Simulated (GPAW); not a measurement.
**Energy against c/a at fixed volume: hcp Zr (space group 194) (GPAW, PBEsol)**

```xyz
2
Lattice="3.2349 0.0000 0.0000 -1.6174 2.8015 0.0000 0.0000 0.0000 4.9515" Properties=species:S:1:pos:R:3 pbc="T T T"
Zr     1.6174     0.9338     3.7136
Zr     0.0000     1.8677     1.2379
```

Method: PBEsol, GPAW PAW datasets PBEsol (made by gpaw-setup) (plane waves; GPAW). Settings: mode = pw; ecut = 585 eV; xc = PBEsol; kpts = 24 24 14; mesh shift (steps) = 0 0 0; occupations.name = fermi-dirac; occupations.width = 0.05 eV; nbands = -10; convergence.density = 1e-06 e/electron; convergence.energy = 1e-06 eV/electron; symmetry.symmorphic = false; symmetry.tolerance = 0.0005; maxiter = 100. The cell above is the first row's. The rows change c/a at fixed volume. In all rows fractional positions and the k mesh are held. E is the free energy at the stated smearing, counted from the lowest row.

| c/a | E (meV/atom) |
|---|---|
| 1.5306 | ? |
| 1.5466 | 6.02 |
| 1.5625 | 3.09 |
| 1.5785 | 1.15 |
| 1.5944 | 0.14 |
| 1.6104 | 0.00 |
| 1.6263 | 0.69 |
| 1.6423 | 2.13 |
| 1.6582 | 4.26 |

### Question
Fit E against c/a with a cubic, and predict the withheld value at c/a = 1.5306.

### Answer
With u = c/a - 1.60, the rows have u = -0.05340, -0.03750, -0.02150, -0.00560, 0.01040, 0.02630, 0.04230, 0.05820. Least squares gives E = -0.004 - 16.23·u + 1679.0·u² - 2422·u³. Residuals (row less fit): 0.001, -0.003, 0.005, 0.000, -0.006, 0.004, 0.000, -0.001; standard error 0.005 (degrees of freedom: 4). The fitted curve has its minimum at c/a = 1.60, where E = -0.04. To one more digit the minimum is at c/a = 1.605; the ideal close-packed ratio is 1.633. At the withheld row, u = -0.06940, so E = -0.004 - 16.23 × (-0.06940) + 1679.0 × (-0.06940)² - 2422 × (-0.06940)³ = 10.019 meV/atom. The calculation gives 9.94 meV/atom, 0.079 meV/atom below the prediction (0.8 % of the range of E in the table). The row lies outside the fitted rows, so this is an extrapolation. From the scatter of the fitted rows alone, a prediction at this place has a standard error of 0.012 meV/atom, so the miss is 6.3 times that.

Carrying the step between the two nearest rows on in a straight line would have given 8.97, off by 0.97; series whose last step already gives the withheld value aren't shown. The reference cell has the volume at which an earlier scan in this program and functional put its minimum by a fit; axis ratios and inner coordinates come from a measured-size cell. The runs keep the symmetry of the cell, so they don't test it for distortions. The best c/a moves a little with volume. In metals such curves are sensitive to mesh and smearing. Cutoffs and mesh are single choices, not tested for convergence of this quantity. Series with a scatter that would blur these digits, or in which a gap closes, are not shown. Strain series were run only where this level's volume lies within 10 % of a first guess from the measured size.

Terms beyond the fitted order, or numerical noise in single rows, can give a miss of this size; the table doesn't tell which.
